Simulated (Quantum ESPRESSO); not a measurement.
**Pressure against volume in AlB2-type TiB2 (space group 191) (Quantum ESPRESSO, PBEsol)**

```xyz
3
Lattice="2.9420 0.0000 0.0000 -1.4710 2.5479 0.0000 0.0000 0.0000 3.1362" Properties=species:S:1:pos:R:3 pbc="T T T"
Ti     0.0000     0.0000     0.0000
B      1.4710     0.8493     1.5681
B      0.0000     1.6986     1.5681
```

Computed with PBEsol, GBRV 1.5 ultrasoft (PBESOL) pseudopotentials (plane waves; Quantum ESPRESSO). Settings: ecutwfc = 65 Ry; ecutrho = 520 Ry; occupations = smearing; smearing = fd; degauss = 0.0036749 Ry; potentials = {Ti: ti_pbesol_v1.4.uspp.F.UPF, B: b_pbesol_v1.4.uspp.F.UPF}; K_POINTS = automatic 22 22 18 0 0 0; conv_thr = 1e-10 Ry; mixing_beta = 0.5. The cell above is the first row's. The rows scale it uniformly. In all rows fractional positions and the k mesh are held.

```csv
V (Å^3/atom),P (GPa)
7.836,20.53
8.007,13.44
8.177,7.01
8.347,1.20
8.518,-4.07
8.688,-8.85
8.858,-13.19
9.029,-17.12
9.199,?
```

### Question
Fit P against V with a cubic, and predict the withheld value at V = 9.199.

### Answer
With u = V - 8.4, the rows have u = -0.5640, -0.3930, -0.2230, -0.0530, 0.1180, 0.2880, 0.4580, 0.6290. Least squares gives P = -0.490 - 31.544·u + 9.185·u² - 1.723·u³. Residuals (row less fit): -0.002, 0.010, -0.010, -0.008, 0.017, 0.004, -0.014, 0.006; standard error 0.014 (degrees of freedom: 4). The fitted pressure is zero at V0 = 8.385, where dP/dV = -31.83, so B0 = -V0·dP/dV = 267 GPa. At the withheld row, u = 0.7990, so P = -0.490 - 31.544 × 0.7990 + 9.185 × 0.7990² - 1.723 × 0.7990³ = -20.709 GPa. The calculation gives -20.69 GPa, 0.019 GPa above the prediction (under 0.05 % of the range of P in the table). The row lies outside the fitted rows, so this is an extrapolation. From the scatter of the fitted rows alone, a prediction at this place has a standard error of 0.038 GPa, so the miss is 0.5 times that.

Carrying the step between the two nearest rows on in a straight line would have given -21.03, off by 0.34; series whose last step already gives the withheld value aren't shown. The scan was laid around a cell of about the measured size, scaled by a guess for this functional; axis ratios and inner coordinates come from that cell. The runs keep the symmetry of the cell, so they don't test it for distortions. Spin polarisation is off. The shape of the cell and the inner coordinates aren't relaxed, so V0 and B0 belong to this uniform scaling; a relaxed crystal lies no higher in energy and is usually softer. Cutoffs and mesh are single choices, not tested for convergence of this quantity. Series with a scatter that would blur these digits, or in which a gap closes, are not shown.
